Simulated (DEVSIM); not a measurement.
Device: abrupt GaAs n-p junction, at 300 K.

| layer (left to right) | material | thickness (μm) | Nd (cm⁻³) | Na (cm⁻³) | τn (s) | τp (s) |
|---|---|---|---|---|---|---|
| 1 | GaAs | 45.0 | 9.4e16 | - | 1.2e-8 | 1.2e-8 |
| 2 | GaAs | 30.0 | - | 1.5e14 | 1.2e-8 | 1.2e-8 |

Left contact: ohmic. Right contact: ohmic. Voltage is applied to the left contact. Recombination: SRH at mid-gap. Mobility is μmin + (μ − μmin)/(1 + (N/Nref)^α).

The device is made up for the run: typed textbook-type constants, with dimensions and the other settings drawn at random. Values at 300 K; Nc and Nv go as T^1.5, mobilities as T to minus their exponent, the gap by Varshni's rule with the affinity fixed.

| parameter | GaAs |
|---|---|
| gap (eV) | 1.424 |
| affinity (eV) | 4.07 |
| permittivity | 12.9 |
| Nc (cm⁻³) | 4.7e17 |
| Nv (cm⁻³) | 9e18 |
| μn (cm²/Vs) | 8500 |
| μp (cm²/Vs) | 400 |
| μn,min | 500 |
| μp,min | 20 |
| Nref,n | 6e16 |
| Nref,p | 1.5e17 |
| αn | 0.39 |
| αp | 0.38 |
| T exponent of μn | 2.1 |
| T exponent of μp | 2.2 |
| Varshni α (eV/K) | 0.000541 |
| Varshni β (K) | 204 |

Simulated with DEVSIM: 1D drift-diffusion, Boltzmann statistics, complete ionisation; no tunnelling, impact ionisation, image-force lowering or self-heating.

The temperature was swept, all else fixed.

```
temperature (K)  potential step across the device at zero bias (V)  largest field in the device at zero bias (V/cm)  dark forward voltage at 1 A/cm² (V)
---------------  -------------------------------------------------  -----------------------------------------------  -----------------------------------
250                                                          1.186                                            15000                                1.075
300                                                          1.098                                            17000                                0.987
350                                                          1.007                                            18000                                0.903
400                                                          0.913                                            19000                                0.826
450                                                          0.817                                            20000                                0.753
500                                                          0.719                                            21000                                0.687
```

From the first row to the last the potential step across the device at zero bias goes from 1.186 to 0.719. From the first row to the last the largest field in the device at zero bias goes from 15000 to 21000.
